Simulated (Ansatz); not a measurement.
F on the 1x1 (111) surface of fcc Ni, ferromagnetic, one in a 2x2 cell, energies for each (21.5 Å²). Energies are against ½ F2(g), without zero-point or thermal terms; each row is named by its start.

Calculation: PBE (plane waves to 420 eV, PAW; Ansatz, an electronic-structure program).

Task: Which site binds most strongly?
A. hollow Ni-Ni-Ni over Ni at depth 4.0 Å
B. hollow Ni-Ni-Ni over Ni at depth 2.0 Å
C. top Ni

Result: A, hollow Ni-Ni-Ni over Ni at depth 4.0 Å. Adsorption energies: hollow Ni-Ni-Ni over Ni at depth 4.0 Å -2.81 eV; hollow Ni-Ni-Ni over Ni at depth 2.0 Å -2.70 eV; top Ni -2.37 eV.
